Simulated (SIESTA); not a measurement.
Band structure of a sheet of PbO (4 atoms in the cell).

```
PbO
1.0
    3.91851     0.00000     0.00000
    0.00000     3.91851     0.00000
    0.00000     0.00000    16.36593
Pb O
2 2
Cartesian
  1.95926   0.00000   9.36593
  0.00000   1.95926   7.00000
  0.00000   0.00000   8.18297
  1.95926   1.95926   8.18297
```

Method of the run: GGA PBE, numerical atomic orbitals DZP, PseudoDojo PBE standard norm-conserving potentials (rewritten from UPF to PSML) (SIESTA 5.4.2).

Settings: XC.functional = GGA; XC.authors = PBE; potentials = PseudoDojo PBE standard; PAO.BasisSize = DZP; PAO.EnergyShift = 0.01 Ry; MeshCutoff = 350 Ry; kgrid.MonkhorstPack = 6 6 1; OccupationFunction = MP; OccupationMPOrder = 0; ElectronicTemperature = 0.1 eV; MaxSCFIterations = 150; SCF.Mixer.Method = Broyden; SCF.Mixer.Weight = 0.1; SCF.Mixer.History = 8.

The starting cell was generated: these elements placed on a structure prototype, without a prior relaxation; it need not be a known phase or ordering of this composition. Its lattice was rescaled in the plane by a random factor within 2.5 % of one. Spin-orbit coupling is off. Values carry the incompleteness of an atom-centred basis.

Q: Predict the gap along the standard path and the places of the band edges.

A: The gap along the path is 2.85 eV, direct at Γ to within 0.01 eV.

Levels in eV from the top of the valence band on the path, bands 17 to 21:
```csv
point,17,18,19,20,21
M,-1.27,-1.27,-0.58,-0.58,3.25
Γ,-1.31,-1.22,-1.22,0.00,2.85
X,-2.63,-2.63,-0.72,-0.72,3.54
```

Higher empty bands are left out: an atom-centred basis made for the valence describes them poorly.
